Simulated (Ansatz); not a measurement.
The reference is Se (space group P3_121, No. 152; a = 4.535 Å, c = 5.041 Å; made of chains).

(Cell as relaxed with PBE.)

Levels (all Ansatz, a program for electronic structure, PAW): PBE (420 eV, no spin-orbit coupling); r2SCAN (500 eV, spin-orbit coupling left out).

Each level relaxes its own structure.

```tsv
base	PBE	r2SCAN
volume per atom	29.92 Å³	29.25 Å³
lattice parameter a	4.535 Å	4.506 Å
band gap	1.04 eV	1.33 eV
```

The change: cell and atoms relaxed at a pressure of 3 GPa.

| quantity | PBE | r2SCAN |
|---|---|---|
| lattice parameter a | 4.030 Å | [?] |
| shift of the gap caused by the change | -0.62 eV | [?] |
| electron mass | 0.090 mₑ (at H) | [?] |

**Question.** What does r2SCAN give?

**Answer.** 
- lattice parameter a, r2SCAN: 4.099 Å
- shift of the gap caused by the change, r2SCAN: -0.53 eV
- electron mass, r2SCAN: 0.11 mₑ along c, 0.17 mₑ across (at H)

PBE's lattice parameter a lies 0.069 Å below r2SCAN's (1.7 %); PBE's shift of the gap caused by the change lies 0.09 eV below r2SCAN's. Neither level is exact; r2SCAN is the comparison here, not a measurement.

Load acts through the strain it causes; cell and atoms are relaxed under it. Effective masses come from finite differences of ±0.01 Å⁻¹. No phonon test of stability was made. No dispersion term is included, though the crystal is made of layers, chains or molecules, so its spacings can come out too wide.
